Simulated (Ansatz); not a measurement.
The starting structures come from a database of crystals and need not be the phases stable at ambient conditions.

 Where the default PAW files enter, the runs use the earlier of Ansatz's two default sets.

Here is the system:

```yaml
crystal:
  lattice:
    - [4.19870, 0.00000, 0.00000]
    - [0.00000, 4.19870, 0.00000]
    - [2.09935, 2.09935, 2.96893]
  atoms:
    - { symbol: Mg, position: [0.00000, 0.00000, 0.00000] }
    - { symbol: Se, position: [0.75000, 0.25000, 0.50000] }
```

Space group of this cell: F-43m, zinc blende. The cell is taken as given.

Calculation: r2SCAN (plane waves, PAW; Ansatz, a first-principles code).

The current runs along the normal of the first two printed vectors; no spin-orbit coupling. Scaled by the factor s: all lengths (ions clamped). Meshes 10×10×10 and 8×8 across the current in all rows.

| s | mean pressure (GPa) | band gap (eV) |
|---|---|---|
| 0.98 | 3.7 | ? |
| 1.00 | 0.3 | 3.36 |
| 1.02 | -2.4 | 3.09 |

### Question
Take the slope of the band gap against ln s from the two given rows, extrapolate to s = 0.98, and say what the run there gives.

### Answer
Slope = (3.09 − 3.36) / ln 1.02 = -13.6 eV. The line gives 3.36 + (-13.6) × ln 0.98 = 3.64 eV. The run gives 3.65 eV, 0.01 eV over the line, 5 % of the predicted step.
